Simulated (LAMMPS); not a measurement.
Quenches at 1e+13 K/s across the composition of Cu (fcc) with a share x of Cu sites Zr; each row starts from its own melt temperature.

Level of theory: classical MD, pair style eam/fs, file CuZr_mm.eam.fs, run in LAMMPS.

```
x                     density         state
----  -----------------------  ------------
0.1   8.18 g/cm³ (one sample)         glass
0.25  7.78 g/cm³ (one sample)         glass
0.36  7.48 g/cm³ (one sample)         glass
0.44  7.29 g/cm³ (one sample)         glass
0.5   7.15 g/cm³ (one sample)         glass
0.6   6.93 g/cm³ (one sample)         glass
0.75  6.68 g/cm³ (one sample)         glass
0.9   6.56 g/cm³ (one sample)  crystallised
```

Caution (row 0.9): the cell keeps the atom count and shape of the starting crystal, which eases freezing.
